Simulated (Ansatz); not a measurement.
Base system: W in the bcc (W type) structure (space group Im-3m, No. 229; a = 3.1693 Å). Axes: x, y, z lie along the cube axes.

The values are results of r2SCAN/PAW in Ansatz (a first-principles code), no SOC, not measurements.

Strains are applied to the cell and any free atomic positions relax; under biaxial strain the out-of-plane vector relaxes too.

One change was made to it. Results:

| quantity | base | after |
|---|---|---|
| energy relative to the base (free energy F) | 0 meV/atom | +0.4 meV/atom |
| shortest interatomic distance | 5.187 bohr | 5.173 bohr |
| pressure (mean of the normal stresses, compression positive) | 0.0 GPa | 0.0 GPa |
| band gap | zero | zero |

Name the change that was made.
A) biaxial strain −0.43 %, plane normal [001], relaxed out of plane
B) tensor shear ε_xz = +0.39 %
C) strain tensor (xx, yy, zz, yz, xz, xy) = (+0.82, −0.78, −3.19, +1.03, −0.48, −0.06) %
D) isotropic strain −2.19 %

B, tensor shear ε_xz = +0.39 %. For comparison, the pressure in the other runs: isotropic strain −2.19 % gives 24.2 GPa; strain tensor (xx, yy, zz, yz, xz, xy) = (+0.82, −0.78, −3.19, +1.03, −0.48, −0.06) % gives 11.2 GPa; biaxial strain −0.43 %, plane normal [001], relaxed out of plane gives 1.7 GPa.

Without a gap, meshes like the base's 21×21×21 leave anisotropic stresses uncertain by several tenths of a GPa, and small strain energies with them. Whether these cells are dynamically stable was not tested. All final runs are without spin polarisation.
